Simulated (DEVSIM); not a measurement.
Structure: Si/Ge p-n heterojunction, at 300 K.

Layer 1 from the left is Si, thickness (μm) 0.190, Na (cm⁻³) 5.2e16, τn (s) 7.2e-5, τp (s) 2.4e-5. Layer 2 from the left is Ge, thickness (μm) 0.640, Nd (cm⁻³) 1.4e16, τn (s) 2.4e-5, τp (s) 2.4e-5.

Left contact: ohmic. Right contact: ohmic. Voltage is applied to the left contact. Recombination: SRH at mid-gap, radiative. Mobility is μmin + (μ − μmin)/(1 + (N/Nref)^α).

This is a model device: material constants are rounded textbook-type values typed into the input, and sizes, dopings and lifetimes were drawn at random. Values at 300 K.

Si: gap (eV) 1.124, affinity (eV) 4.05, permittivity 11.7, Nc (cm⁻³) 2.86e19, Nv (cm⁻³) 3.1e19, μn (cm²/Vs) 1417, μp (cm²/Vs) 470, μn,min 52, μp,min 45, Nref,n 9.7e16, Nref,p 2.2e17, αn 0.68, αp 0.72, B (cm³/s) 4.7e-15. Ge: gap (eV) 0.664, affinity (eV) 4, permittivity 16, Nc (cm⁻³) 1.04e19, Nv (cm⁻³) 6e18, μn (cm²/Vs) 3900, μp (cm²/Vs) 1900, μn,min 150, μp,min 100, Nref,n 2.6e17, Nref,p 4e17, αn 0.56, αp 0.6, B (cm³/s) 6.4e-14.

Model (solved in DEVSIM): 1D drift-diffusion, Boltzmann statistics, complete ionisation; no tunnelling, impact ionisation, image-force lowering or self-heating. Band offsets follow the typed affinities; no thermionic-emission limit at abrupt steps, no polarisation charge.

Problem. What does the simulation give for the dark forward voltage at 100 A/cm², the dark forward voltage at 1 A/cm², the largest field in the device at zero bias, the potential step across the device at zero bias?

Solution. dark forward voltage at 100 A/cm² 0.512 V; dark forward voltage at 1 A/cm² 0.248 V; largest field in the device at zero bias 79000 V/cm; potential step across the device at zero bias 0.838 V.
